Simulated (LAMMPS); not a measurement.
Consider a symmetric tilt boundary about [001] in HgTe (zinc blende), boundary plane (310) in molecular dynamics.

Level of theory: classical MD, pair style sw, file CdTeZnSeHgS0.sw, run in LAMMPS.

Σ5, energy 0.32 J/m² at 0 K; heated in steps, 60 ps sampled at each, free outer surfaces; steps at which the grains lost their order are left out.

| T (K) | disordered width (Å) | disordered share in the grains |
|---|---|---|
| 475 | 4.9 | 0.00 |
| 665 | 5.5 | 0.00 |
| 760 | 5.9 | 0.02 |
| 855 | [?] | 0.04 |
| 922 | [?] | 0.13 |

Problem. Fill in the missing entries.

Solution. 
- 922, disordered width (Å): 6.9
- 855, disordered width (Å): 6.5
